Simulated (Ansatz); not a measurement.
The starting structures come from a database of crystals and need not be the phases stable at ambient conditions.

 Where the default PAW files enter, the runs use the earlier of Ansatz's two default sets.

Here is the system:

```yaml
crystal:
  lattice:
    - [3.80905, 0.00000, 0.00000]
    - [-1.90453, 3.29873, 0.00000]
    - [0.00000, 0.00000, 43.57653]
  atoms:
    - { symbol: Zn, position: [0.00000, 0.00000, 0.14290] }
    - { symbol: Zn, position: [0.66667, 0.33333, 0.78580] }
    - { symbol: Zn, position: [0.66667, 0.33333, 0.07150] }
    - { symbol: Zn, position: [0.00000, 0.00000, 0.57140] }
    - { symbol: Zn, position: [0.33333, 0.66667, 0.21420] }
    - { symbol: Zn, position: [0.00000, 0.00000, 0.71430] }
    - { symbol: Zn, position: [0.66667, 0.33333, 0.64290] }
    - { symbol: Zn, position: [0.33333, 0.66667, 0.35720] }
    - { symbol: Zn, position: [0.33333, 0.66667, 0.00000] }
    - { symbol: Zn, position: [0.00000, 0.00000, 0.42850] }
    - { symbol: Zn, position: [0.00000, 0.00000, 0.92850] }
    - { symbol: Zn, position: [0.66667, 0.33333, 0.28570] }
    - { symbol: Zn, position: [0.66667, 0.33333, 0.49990] }
    - { symbol: Zn, position: [0.33333, 0.66667, 0.85710] }
    - { symbol: S, position: [0.00000, 0.00000, 0.98220] }
    - { symbol: S, position: [0.00000, 0.00000, 0.19650] }
    - { symbol: S, position: [0.66667, 0.33333, 0.33940] }
    - { symbol: S, position: [0.66667, 0.33333, 0.69650] }
    - { symbol: S, position: [0.00000, 0.00000, 0.76800] }
    - { symbol: S, position: [0.33333, 0.66667, 0.91060] }
    - { symbol: S, position: [0.33333, 0.66667, 0.26780] }
    - { symbol: S, position: [0.66667, 0.33333, 0.55350] }
    - { symbol: S, position: [0.33333, 0.66667, 0.41070] }
    - { symbol: S, position: [0.33333, 0.66667, 0.05360] }
    - { symbol: S, position: [0.00000, 0.00000, 0.48200] }
    - { symbol: S, position: [0.00000, 0.00000, 0.62500] }
    - { symbol: S, position: [0.66667, 0.33333, 0.83930] }
    - { symbol: S, position: [0.66667, 0.33333, 0.12500] }
```

Space group of this cell: P3m1. The cell is taken as given.

All values below come from r2SCAN (plane waves, PAW; Ansatz, a program for electronic structure).

The current runs along the normal of the first two printed vectors; no spin-orbit coupling. Scaled by the factor s: the length along the current (ions clamped). Meshes 12×12×1 and 12×12 across the current in all rows.

```tsv
s	mean pressure (GPa)	band gap (eV)
0.97	2.8	2.84
1.00	0.1	2.74
1.03	-2.0	?
```

### Question
Take the slope of the band gap against ln s from the two given rows, extrapolate to s = 1.03, and say what the run there gives.

### Answer
Slope = (2.84 − 2.74) / ln 0.97 = -3.28 eV. The line gives 2.74 + (-3.28) × ln 1.03 = 2.64 eV. The run gives 2.54 eV, 0.10 eV under the line, 106 % of the predicted step.
